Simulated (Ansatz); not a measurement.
# Response to strain in Ga2O3

The reference is Ga$_{2}$O$_{3}$ in the corundum structure (space group R-3c, No. 167; a = 5.058 Å, c = 13.623 Å (hexagonal axes)). Axes: x lies along a and z along c of the hexagonal cell.

Strains are applied to the cell and any free atomic positions relax.

All numbers come from Ansatz (an electronic-structure program) PBE, no SOC.

Candidates:
(a) uniaxial strain ε_zz = +2.25 %
(b) uniaxial strain ε_zz = +0.75 %
(c) uniaxial strain ε_zz = +3.00 %
(d) uniaxial strain ε_zz = +1.50 %

Before the change:

- Band gap = 2.40 eV

Task: Order them by band gap, lowest first.

Result: (c) uniaxial strain ε_zz = +3.00 % (2.11 eV), (a) uniaxial strain ε_zz = +2.25 % (2.19 eV), (d) uniaxial strain ε_zz = +1.50 % (2.26 eV), (b) uniaxial strain ε_zz = +0.75 % (2.33 eV)

Whether these cells are dynamically stable was not tested.
